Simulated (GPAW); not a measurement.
A self-consistent single point of Zr3Sc (P6_3/mmc, 8 atoms in the cell) with GPAW.

Method: LDA (Perdew-Wang 92), GPAW PAW datasets LDA (gpaw-data 1.0.1) (plane waves; GPAW 25.7.0).

The change in words: lattice scaled by 0.98. Reference geometry:
```
Zr3Sc
1.0
    6.52002     0.00000     0.00000
   -3.26001     5.64650     0.00000
    0.00000     0.00000     5.12767
Zr Sc
6 2
Direct
  0.16725   0.83275   0.25000
  0.83275   0.16725   0.75000
  0.33450   0.16725   0.75000
  0.66550   0.83275   0.25000
  0.16725   0.33450   0.25000
  0.83275   0.66550   0.75000
  0.33333   0.66667   0.75000
  0.66667   0.33333   0.25000
```

Reference input (self-consistent single point, DFT LDA (Perdew-Wang 92), plane waves, GPAW PAW datasets LDA (gpaw-data 1.0.1)): mode = pw; ecut = 800 eV; xc = LDA; kpts = 3 3 4; mesh shift (steps) = 0 0 0; occupations.name = fermi-dirac; occupations.width = 0.1 eV; nbands = -12; convergence.density = 1e-05 e/electron; convergence.energy = 1e-05 eV/electron; symmetry.symmorphic = false; symmetry.tolerance = 0.0005. This run's input differs from it in these lines:

```diff
@@ -5,5 +5,5 @@
 atoms = Atoms(['Zr', 'Zr', 'Zr', 'Zr', 'Zr', 'Zr', 'Sc', 'Sc'],
-              cell=[[6.520020, 0.000000, 0.000000],
-                    [-3.260010, 5.646503, 0.000000],
-                    [0.000000, 0.000000, 5.127670]],
+              cell=[[6.389620, 0.000000, 0.000000],
+                    [-3.194810, 5.533573, 0.000000],
+                    [0.000000, 0.000000, 5.025117]],
               scaled_positions=[[0.167250, 0.832750, 0.250000],
```

Output, abridged:

```
     iter     time        total  log10-change:
                         energy   eigst   dens
iter:   1 --:--:--   -60.570949
iter:   2 --:--:--   -60.654620   -0.22  -1.45
iter:   3 --:--:--   -59.883030   -0.51  -1.47
iter:   4 --:--:--   -60.046302   -0.81  -1.86
iter:   5 --:--:--   -60.314494   -1.16  -2.16
   [... 4 lines left out ...]
iter:  10 --:--:--   -59.933923   -3.01  -2.88
iter:  11 --:--:--   -59.932815   -3.19  -2.90
iter:  12 --:--:--   -59.933777   -3.14  -3.22
iter:  13 --:--:--   -59.933632   -3.71  -3.40
iter:  14 --:--:--   -59.933249c  -4.23  -3.43
iter:  15 --:--:--   -59.933219c  -4.83  -3.47
iter:  16 --:--:--   -59.933233c  -5.05  -3.49
iter:  17 --:--:--   -59.933170c  -4.88  -3.52
iter:  18 --:--:--   -59.933183c  -5.25  -3.82
   [... 5 lines left out ...]
iter:  24 --:--:--   -59.933174c  -6.67  -4.51
iter:  25 --:--:--   -59.933172c  -6.99  -4.55
iter:  26 --:--:--   -59.933169c  -6.83  -4.60
iter:  27 --:--:--   -59.933171c  -7.14  -4.96
iter:  28 --:--:--   -59.933171c  -7.52c -5.30c
Converged after 28 iterations.

Dipole moment: (-0.000000, 0.000000, -0.000000) |e|*Ang

Energy contributions relative to reference atoms: (reference = -628202.632598)

Kinetic:        +14.374632
Potential:      -14.378830
External:        +0.000000
XC:             -62.496284
Entropy (-ST):   -0.189742
Local:           +2.662182
SIC:             +0.000000
--------------------------
Free energy:    -60.028042
Extrapolated:   -59.933171

Showing only first 2 kpts
 Kpt  Band  Eigenvalues  Occupancy
  0    45      8.96512    0.12379
  0    46      9.31160    0.00412
  0    47      9.47756    0.00078
  0    48      9.47757    0.00078

  1    45      7.98275    1.99836
  1    46      9.42109    0.00138
  1    47      9.71725    0.00007
  1    48      9.71725    0.00007

Fermi level: 8.69328

No gap
   [... lines left out ...]
  2 Zr   -0.06554   -0.03784    0.00000
  3 Zr    0.06554    0.03784    0.00000
  4 Zr   -0.00000   -0.07568   -0.00000
  5 Zr   -0.00000    0.07568   -0.00000
  6 Sc    0.00000    0.00000    0.00000
  7 Sc    0.00000    0.00000   -0.00000

Stress tensor:
     0.017128    -0.000000     0.000000
     0.000000     0.017128     0.000000
     0.000000     0.000000     0.008432
Stress (GPa, Voigt): [ 2.7442  2.7442  1.3509  0.      0.     -0.    ]
```

The run converged in 28 iterations. GPAW prints stress with tension positive. Against the reference run the free energy goes down by 41.0 meV/atom, the pressure goes from -6.98 to -2.28 GPa and the largest force goes from 0.097 to 0.076 eV/Å.

The starting cell comes from a database of computed structures (which also holds hypothetical and non-ambient phases and stackings), without a prior relaxation at this level. For this run, on top of that: lattice scaled by 0.98.

Cost on one core of a shared machine: roughly 4 min.
